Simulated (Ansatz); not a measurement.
# Response to strain in Y

Start from Y in the hcp (Mg type) structure (space group P6_3/mmc, No. 194; a = 3.6826 Å, c = 5.6985 Å).

Strains are applied to the cell and any free atomic positions relax.

All numbers come from r2SCAN/PAW in Ansatz (a quantum-chemistry and plane-wave program), scalar-relativistic without spin-orbit coupling.

Notes on the quantities. energy relative to the base: free energy F.

```csv
isotropic strain (%),energy relative to the base (meV/atom)
-5.91,149.7
-1.4,7.7
0,0.0
4.95,?
5.32,96.2
```

**Question.** Fit ΔE = Aε² + Bε³ (ε in %) to the rows shown and predict the withheld row.

**Answer.** Least squares on the printed values gives A = 3.82 and B = -0.079 meV/atom (largest residual 0.0 meV/atom); this predicts 84.0 meV/atom, and the run gives 83.9 meV/atom, in agreement.

No phonon test of stability was made. The final runs are not spin-polarised.
